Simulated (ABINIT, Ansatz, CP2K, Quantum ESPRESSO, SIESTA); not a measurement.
One structure in several programs: WC (P-6m2, 2 atoms in the cell)

Self-consistent single point.

```
CELL_PARAMETERS angstrom
      2.84426     0.00000     0.00000
     -1.42213     2.46320     0.00000
      0.00000     0.00000     2.76902
ATOMIC_POSITIONS crystal
  W  0.00000 0.00000 0.00000
  C  0.66667 0.33333 0.50000
```

Shared settings, as Ansatz (an electronic-structure program) writes them: kpoints.mp_grid.grid = 9 9 8; scf.occupations.method = fermi_dirac; scf.occupations.width = 0.1 eV. Potentials and cutoffs stand in the table.

```
code                                                                                                                                 model  pressure (GPa)       cutoff
----------------  ------------------------------------------------------------------------------------------------------------------------  --------------  -----------
ABINIT                                                     LDA (PW92), norm-conserving pseudopotentials (PseudoDojo nc-sr-04 LDA standard)           19.28        41 Ha
Quantum ESPRESSO                                                                       LDA (PZ), GBRV 1.5 ultrasoft (LDA) pseudopotentials           18.58        40 Ry
SIESTA            LDA PW92, numerical atomic orbitals TZP, PseudoDojo LDA standard norm-conserving potentials (rewritten from UPF to PSML)           22.04  grid 350 Ry
Ansatz                                                                                         LDA (PW92), default PAW files made with PBE           19.78       420 eV
CP2K                                                  LDA (Pade form), GPW, DZVP-MOLOPT-SR-GTH basis, GTH-PADE potentials (GTH_POTENTIALS)           -1.37  grid 500 Ry
```

On Ansatz's run: spin-orbit coupling is off. Spin polarisation is off.

The spread over the programs that give each value: pressure within 23.41 GPa.

SIESTA and CP2K use small atom-centred bases, whose incompleteness enters pressures, forces and empty levels differently from a plane-wave cutoff. Ansatz's pressure is given at a fixed set of plane waves, as the other plane-wave codes print theirs; with its correction for the finite basis it is 20.16 GPa (the shift of 0.39 GPa shows how far the cutoff is from converged). The same LDA comes in different parametrisations, which differ slightly. In the pressure, SIESTA (by 2.75) and CP2K (by 20.66) lie more than 1 GPa from the median of the plane-wave programs.

The starting cell comes from a database of computed structures (which also holds hypothetical and non-ambient phases and stackings), without a prior relaxation at this level. Its lattice was rescaled by a random factor within 2.5 % of one.

Left out of this page: GPAW and Elk (not drawn, or without a comparable value).

Keys are those of Ansatz 0.2.
